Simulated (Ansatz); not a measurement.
Band structure of Bi2TeSe2 (R3m, 5 atoms in the cell).

```yaml
crystal:
  lattice:
    - [2.12181, 1.22503, 10.24649]
    - [-2.12181, 1.22503, 10.24649]
    - [0.00000, -2.45005, 10.24649]
  atoms:
    - { symbol: Bi, position: [0.60651, 0.60651, 0.60651] }
    - { symbol: Bi, position: [0.39679, 0.39679, 0.39679] }
    - { symbol: Te, position: [0.21496, 0.21496, 0.21496] }
    - { symbol: Se, position: [0.00243, 0.00243, 0.00243] }
    - { symbol: Se, position: [0.77932, 0.77932, 0.77932] }
```

Computed with PBEsol, PAW files made with PBE (plane waves; Ansatz, a program for electronic structure).

Settings: kpoints.mp_grid.grid = 4 4 4; hamiltonian.xc = pbesol; hamiltonian.pseudopotentials = {kind: paw} (the program's default PAW files); scf.occupations.method = fermi_dirac; scf.occupations.width = 0.05 eV; kpoints.band_path.path = [[0.0, 0.0, 0.0], [0.5, 0.0, 0.0], [0.5, 0.17619574, -0.17619574]]; kpoints.band_path.npoints = 8.

The starting cell comes from a database of computed structures (which also holds hypothetical and non-ambient phases and stackings), without a prior relaxation at this level. Spin-orbit coupling is off.

Problem. Predict the gap along the standard path and the places of the band edges.

Solution. The gap along the path is 0.52 eV, direct at Γ to within 0.01 eV.

Levels in eV from the top of the valence band on the path, bands 36 to 43:
| point | 36 | 37 | 38 | 39 | 40 | 41 | 42 | 43 |
|---|---|---|---|---|---|---|---|---|
| Γ | -1.26 | -0.54 | -0.54 | 0.00 | 0.52 | 1.60 | 1.60 | 2.32 |
| L | -2.27 | -1.56 | -0.83 | -0.46 | 1.14 | 2.20 | 2.99 | 3.19 |
| B1 | -2.28 | -1.45 | -0.72 | -0.46 | 1.78 | 2.50 | 2.94 | 3.86 |

Keys are those of Ansatz 0.2.
